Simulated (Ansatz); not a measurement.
InAs under a change: uniaxial strain ε_zz = −2.00 %

Take InAs in the zinc blende structure (space group F-43m, No. 216; a = 6.026 Å) as the base. Axes: x, y, z lie along the cube axes.

One thing is altered: uniaxial strain ε_zz = −2.00 %, all other strain components held at zero; the atoms relax in the strained cell.

Method: LDA (Ansatz, a quantum-chemistry and plane-wave program), no SOC. k-mesh 10×10×10 (Γ-centred); smearing 0.05 eV (Fermi–Dirac).

```tsv
quantity	base	changed	shift
volume per atom	27.35 Å³	26.81 Å³	-0.547 Å³
space group	F-43m (No. 216)	I-4m2 (No. 119)	–
shortest interatomic distance	4.931 bohr	4.898 bohr	-0.033 bohr
energy relative to the base (free energy F)	0 meV/atom	+2.9 meV/atom	+2.9 meV/atom
pressure (mean of the normal stresses, compression positive)	0.0 GPa	1.3 GPa	+1.3 GPa
band gap (uncertain: the edges found look like a band crossing or inverted bands; the changed cell)	zero	0.06 eV	–
stress (xx, yy, zz, yz, xz, xy; compression positive) (rough)	–	(1.0, 1.0, 1.7, 0.0, 0.0, 0.0) GPa	–
```

Without a gap, meshes like the base's 10×10×10 leave anisotropic stresses uncertain by several tenths of a GPa, and small strain energies with them. Stability against distortions was not tested. All final runs are without spin polarisation. A zero or small gap of InAs can be the functional's error rather than a property of the material.
